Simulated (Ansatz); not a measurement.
Start from Ga₂O₃ in the corundum structure (space group R-3c, No. 167; a = 4.950 Å, c = 13.306 Å (hexagonal axes)). Axes: x lies along a and z along c of the hexagonal cell.

Computed with Ansatz (an electronic-structure program) LDA, scalar-relativistic without spin-orbit coupling.

Perturbation: the cell is scaled by 1.0075 in all directions; the atoms relax in the strained cell.

Q: Predict the stress tensor and what it implies for the stiffness.

A: Stress of the strained cell less that of the base (GPa, compression positive):
```
  -5.33    0.00    0.00
   0.00   -5.33    0.00
   0.00    0.00   -4.70
```

Then B = −ΔP/(ΔV/V₀) with ΔV/V₀ = 0.0227 gives secant stiffness values (nonlinear terms included at this strain): B (at held cell shape, above the free-shape value) ≈ 226 GPa.

Whether these cells are dynamically stable was not tested.
